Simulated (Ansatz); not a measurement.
The starting structures come from a database of crystals and need not be the phases stable at ambient conditions.

 Where the default PAW files enter, the runs use the earlier of Ansatz's two default sets.

Here is the system:

```xyz
5
Lattice="5.6965 0.0000 0.0000 -2.8483 4.9333 0.0000 2.8483 1.6444 2.3356" Properties=species:S:1:pos:R:3 pbc="T T T"
Ba     2.8483     4.9333     0.0010
Ti     5.6965     3.2889     1.2612
O      5.6965     1.6748     2.2366
O      1.3978     4.0959     2.2366
O      4.2987     4.0959     2.2366
```

Space group of this cell: R3m. The cell is taken as given; by r2SCAN its mean pressure is -1.8 GPa.

These are r2SCAN (plane waves, PAW; Ansatz, a quantum-chemistry and plane-wave program) values and carry that method's errors.

The current runs along the normal of the first two printed vectors; no spin-orbit coupling. Scaled by the factor s: all lengths (ions clamped). The meshes follow the cell: 14×14×14 and 6×6 across at s = 0.98, 12×12×12 and 6×6 across at s = 1.00, 12×12×12 and 6×6 across at s = 1.02.

| s | mean pressure (GPa) | band gap (eV) |
|---|---|---|
| 0.98 | 9.8 | ? |
| 1.00 | -1.8 | 2.76 |
| 1.02 | -10.4 | 2.58 |

**Question.** Take the slope of the band gap against ln s from the two given rows, extrapolate to s = 0.98, and say what the run there gives.

**Answer.** Slope = (2.58 − 2.76) / ln 1.02 = -9.09 eV. The line gives 2.76 + (-9.09) × ln 0.98 = 2.94 eV. The run gives 2.94 eV, as the line does.
